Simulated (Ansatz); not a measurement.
Take CsSnI$_{3}$ in the cubic perovskite structure (space group Pm-3m, No. 221; a = 6.131 Å) as the base.

Calculations: PBEsol (Ansatz, a first-principles code, PAW, no spin-orbit coupling).

Strains are applied to the cell and any free atomic positions relax.

One change was made to it. Results:

```json
[
 {"quantity": "energy relative to the base (free energy F)", "base": "0 meV/atom", "after": "+8.1 meV/atom"},
 {"quantity": "band gap", "base": "0.10 eV", "after": "zero"},
 {"quantity": "pressure", "base": "0.0 GPa", "after": "1.1 GPa"}
]
```

Name the change that was made.
(A) isotropic strain −3.00 %
(B) isotropic strain −0.60 %
(C) isotropic strain −1.80 %

C, isotropic strain −1.80 %. For comparison, the energy relative to the base in the other runs: isotropic strain −0.60 % gives +0.9 meV/atom; isotropic strain −3.00 % gives +24 meV/atom.

Spin-orbit coupling, missing from the scalar runs, can matter with I. Whether these cells are dynamically stable was not tested. The final runs are not spin-polarised. Many cubic perovskites are stable only at high temperature; tilts and polar distortions were not tested. Gaps under 0.05 eV, about the width of the smearing, are given as zero. A zero or small gap of CsSnI3 can be the functional's error rather than a property of the material.
